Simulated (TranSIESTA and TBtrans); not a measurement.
Junction: (SiH2)6 held by selenolate Se between two Au chains. Leads: straight Au chain, spacing 2.55 Å. Geometry: 22 atoms about the centre moved by SIESTA (PBE, SZP) to a largest force of 0.06 eV/Å, all others as built. Transport runs along z; the first 6 and the last 6 of the 38 atoms are the lead cells, repeated to infinity.

```xyz
38
Lattice="16.011 0.000 0.000 0.000 16.011 0.000 0.000 0.000 57.962" Properties=species:S:1:pos:R:3 pbc="F F T"
Au     8.005     8.005     0.000
Au     8.005     8.005     2.550
Au     8.005     8.005     5.100
Au     8.005     8.005     7.650
Au     8.005     8.005    10.200
Au     8.005     8.005    12.750
Au     8.005     8.005    15.300
Au     8.005     8.005    17.850
Au     8.193     7.436    20.322
Se     7.872     9.179    21.994
Si     7.177     7.263    23.187
Si     6.776     7.588    25.552
Si     6.025     5.532    26.536
Si     5.639     5.916    28.874
Si     7.657     6.760    29.861
Si     7.307     7.132    32.228
Se     9.192     7.898    33.430
H      8.222     6.093    23.164
H      5.832     6.652    22.667
H      5.675     8.664    25.827
H      8.053     8.030    26.340
H      4.749     5.019    25.787
H      7.136     4.443    26.385
H      4.519     6.995    29.029
H      5.168     4.630    29.631
H      8.031     8.063    29.083
H      8.794     5.723    29.584
H      6.096     8.130    32.254
H      6.761     5.756    32.742
Au     7.429     8.170    35.090
Au     8.005     8.005    37.562
Au     8.005     8.005    40.112
Au     8.005     8.005    42.662
Au     8.005     8.005    45.212
Au     8.005     8.005    47.762
Au     8.005     8.005    50.312
Au     8.005     8.005    52.862
Au     8.005     8.005    55.412
```

Run with TranSIESTA and TBtrans (open boundaries, self-consistent; PseudoDojo norm-conserving potentials, scalar-relativistic): PAO.BasisSize DZP, PAO.EnergyShift 0.15 eV, XC.Authors PBE, Mesh.Cutoff 150 Ry, ElectronicTemperature 300 K, TS.Voltage 0.0 eV, TBT.Elecs.Eta 0.001 eV, no spin polarisation.

Energies count from the leads' Fermi level. Transmissions are for one spin of a degenerate pair. The energy step is 0.02 eV; narrower resonances are cut or missed.

| E (eV) | T |
|---|---|
| -0.20 | 0.00107 |
| -0.16 | 0.00100 |
| -0.12 | 0.00221 |
| -0.08 | 0.00132 |
| -0.04 | 0.000778 |
| 0.00 | 0.000449 |
| 0.04 | 0.000407 |
| 0.08 | 0.000346 |
| 0.12 | 0.000295 |
| 0.16 | 0.000254 |
| 0.20 | 0.000221 |

Q: Give the zero-bias conductance in μS and the resistance at 300 K.

A: At the Fermi level T = 0.000449. Averaged with −∂f/∂E over the full grid (kT = 25.9 meV) it is 0.000591, well away from the value at one energy, as T changes fast within a few kT. With G0 = 2e²/h = 77.48 μS, G = 0.0458 μS and R = 1/G = 21800 kΩ.

Q: Estimate the thermopower by Mott's formula S = −(π²/3)(kB²T/e) d ln T/dE from the rows at -0.04 and 0.04 eV.

A: d ln T/dE = -8.10 eV⁻¹ and (π²/3) kB²T/e = 7.33 μV/K · eV, so S = 59 μV/K; the full integral gives 67 μV/K. A positive sign means that T falls with energy over the thermal window.

The leads' channel count changes near -0.01 eV, within the thermal window, so values at the Fermi level hang on where that band edge falls. The leads are straight chains one atom wide, held at their spacing: model electrodes, not surfaces. Semilocal functionals put molecular levels too close to the Fermi level and tend to overestimate such conductances.
